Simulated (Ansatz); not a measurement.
# Mo3Si (Pm-3n): resistivity and electron-phonon coupling

```
CELL_PARAMETERS angstrom
      4.85966     0.00000     0.00000
      0.00000     4.85966     0.00000
      0.00000     0.00000     4.85966
ATOMIC_POSITIONS crystal
  Si 0.50000 0.50000 0.50000
  Si 0.00000 0.00000 0.00000
  Mo 0.00000 0.50000 0.25000
  Mo 0.00000 0.50000 0.75000
  Mo 0.25000 0.00000 0.50000
  Mo 0.75000 0.00000 0.50000
  Mo 0.50000 0.25000 0.00000
  Mo 0.50000 0.75000 0.00000
```

All values below come from PBEsol, DFPT electron-phonon coupling, linearised Boltzmann equation (plane waves, PAW, scalar-relativistic; Ansatz, a quantum-chemistry and plane-wave program). Cell: relaxed with this functional, without spin-orbit coupling.

```json
{
  "resistivity at 300 K": "13.7 μΩ·cm",
  "resistivity at 77 K": "1.06 μΩ·cm",
  "electron mean free path at 300 K (weighted by the current that each state carries)": "7.6 nm",
  "electron-phonon coupling λ": "0.41",
  "transport coupling λ_tr": "0.39",
  "logarithmic_mean_phonon_energy": "25 meV",
  "density of states at the Fermi level": "1.77 states/(eV·spin·cell)",
  "drude_plasma_energy": "5.6 eV",
  "Hall coefficient at 300 K": "6.3 ×10⁻¹¹ m³/C"
}
```

A metal at this level (no band gap). Only scattering by harmonic phonons is included (no impurities, grain boundaries, electron-electron scattering or thermal expansion). Spin-orbit coupling is left out. Halving the electron mesh (20x20x20) moves the resistivity by up to 9 % at 300 K, the mean free path by up to 4 %, the coupling by up to 4 %. Smearing 0.20 eV; phonons on a 3x3x3 q mesh, which this run doesn't test and which matters most at low temperature.

Formula and space group known from diffraction (Crystallography Open Database), not checked to be the room-temperature form: Mo3Si (Pm-3n).
